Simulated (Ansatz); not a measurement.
The parent structure is ZnSe in the zinc blende structure (space group F-43m, No. 216; a = 5.666 Å). Axes: x, y, z lie along the cube axes.

The values are results of Ansatz (a quantum-chemistry and plane-wave program) r2SCAN, without spin-orbit coupling, earlier PAW set, not measurements.

A first run, uniaxial strain ε_yy = −1.76 %, gives secant values C11 ≈ 92 GPa and C12 ≈ 56 GPa from its stress. A second run applies isotropic strain −1.54 %.

Question: What does linear elasticity predict for the bulk modulus −ΔP/(ΔV/V₀) in the second run, and what does the run give?

Answer: Linear elasticity: (C11 + 2 C12)/3 = 68 GPa. The run gives 74 GPa; any difference comes from nonlinear terms at these strains and numerical noise.

No phonon test of stability was made.
